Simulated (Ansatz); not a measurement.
A self-consistent single point of CuTe (P6_3mc, 4 atoms in the cell) with Ansatz (a quantum-chemistry and plane-wave program).

Computed with PBE (plane waves, PAW; Ansatz).

```
CuTe
1.0
    4.08382     0.00000     0.00000
   -2.04191     3.53669     0.00000
    0.00000     0.00000     6.68836
Cu Te
2 2
Cartesian
  2.04191   1.17890   0.00000
  0.00000   2.35780   3.34418
  2.04191   1.17890   4.18156
  0.00000   2.35780   0.83738
```

Reference input (self-consistent single point, DFT, PBE, plane waves, default PAW files): kpoints.mp_grid.grid = 5 5 3; hamiltonian.xc = pbe; hamiltonian.pseudopotentials = {kind: paw} (the program's default PAW files); scf.occupations.method = cold; scf.occupations.width = 0.272 eV. This run's input differs from it in these lines:

Ansatz 0.2 input:
```diff
@@ -11,3 +11,3 @@
 kpoints:
-  mp_grid: { grid: [5, 5, 3] }
+  mp_grid: { grid: [18, 18, 10] }
 hamiltonian:
```

Output, abridged:

```
SCF iter   1: F=—  HF=-27210.172494 eV  |F-HF|=—  |Δ(HF+E_count)|=         —  Δρ=1.27e-3  dr2=1.30e-3  ethr=1.77e-3  ⟨swp⟩=6.5  Hψ=37490  notcnv=0
all-band conjugate gradients solve this SCF's bands
preconditioner: auto → LDOS
SCF iter   2: F=—  HF=-27210.172853 eV  |F-HF|=—  |Δ(HF+E_count)|=   3.59e-4  S|Δr|=    0.00e0  Δρ=5.39e-4  dr2=2.48e-4  ethr=1.86e-6  ⟨swp⟩=3.1  Hψ=19732  notcnv=0
   [... lines left out ...]
SCF iter   6: F=—  HF=-27210.172819 eV  |F-HF|=—  |Δ(HF+E_count)|=   1.28e-6  S|Δr|=    0.00e0  Δρ=4.24e-5  dr2=9.50e-7  ethr=8.28e-9  ⟨swp⟩=2.4  Hψ=14400  notcnv=0
SCF iter   7: F=—  HF=-27210.172819 eV  |F-HF|=—  |Δ(HF+E_count)|=   1.64e-7  S|Δr|=    0.00e0  Δρ=1.48e-5  dr2=1.27e-7  ethr=1.36e-9  ⟨swp⟩=2.0  Hψ=10637  notcnv=0
SCF iter   8: F=-27210.172819 eV  HF=-27210.172819 eV  |F-HF|=1.73e-8  |Δ(HF+E_count)|=   1.69e-8  S|Δr|=    0.00e0  Δρ=4.20e-6  dr2=1.51e-8  ethr=1.43e-10  ⟨swp⟩=9.0  Hψ=36748  notcnv=0
SCF 1 converged in 8 iterations: F = -27210.172819 eV  dr2 = 1.51e-8
Stability not checked (fill_not_monotonic)
Free energy (F): -27210.172819 eV
Internal energy: -27210.188635 eV  (E = F + TS)
E sigma→0 (E₀):  -27210.178091 eV
Entropy (-TS):   0.015817 eV (3.954 meV/atom)
Fermi energy:    9.419322 eV
--- Forces (eV/Å), atoms counted from 1 ---
  atom   1  Cu    -0.00000000     0.00000000    -0.14081499
  atom   2  Cu     0.00000000    -0.00000000    -0.14081499
  atom   3  Te     0.00000000     0.00000000     0.14081603
  atom   4  Te     0.00000000    -0.00000000     0.14081603
--- Stress (GPa, compression-positive) ---
        3.591851      -0.000000      -0.000000
       -0.000000       3.591851      -0.000000
       -0.000000      -0.000000       5.163863
  P = ⅓ Tr σ = 4.1159 GPa (41.159 kbar)
  The stress holds the Pulay correction. Without it, at fixed plane waves, as pw.x and ABINIT print it: P = 4.0720 GPa
```

The run converged in 8 iterations. Against the reference run the free energy goes down by 4.1 meV/atom, the pressure goes from 4.39 to 4.12 GPa and the largest force goes from 0.104 to 0.141 eV/Å.

The starting cell was generated: these elements placed on a structure prototype, without a prior relaxation; it need not be a known phase or ordering of this composition. Spin-orbit coupling is off. Spin polarisation is off. With a pressure of about 4 GPa the cell is away from its equilibrium volume at this level. Ansatz's pressure includes its estimate of the finite-basis (Pulay) stress. The run gives no clean gap (levels at the Fermi energy touch, overlap or are partly filled at this smearing), which alone does not show that the compound is a metal.

Cost on one core of a shared machine: roughly 50 s.
